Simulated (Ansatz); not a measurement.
GaSe (R3m, No. 160, 4 atoms in the cell; start mp-11342; a measured phase of this formula has another space group): smallest direct gap on the k points sampled by level of theory

No measured value is used here.

```
level (code)                                 value (eV)
-------------------------------------------  ----------
dielectric-dependent PBEsol hybrid (Ansatz)         ___
HSE06 (Ansatz)                                     2.02
PBE0 (Ansatz)                                      2.64
```

Problem. Complete the blanks.

Solution. 
- dielectric-dependent PBEsol hybrid (Ansatz, an electronic-structure program), value (eV): 1.79

Computed values are for a static lattice. Spin–orbit coupling is included only where a level's name says +SOC; with heavier elements it mostly lowers gaps and can invert bands.  Values are at the PBEsol cell. Ansatz's density-functional and Hartree–Fock values are scalar-relativistic unless marked +SOC, with PAW data made under PBE.

A start named mp-… is a Materials Project structure, which need not be a measured phase.
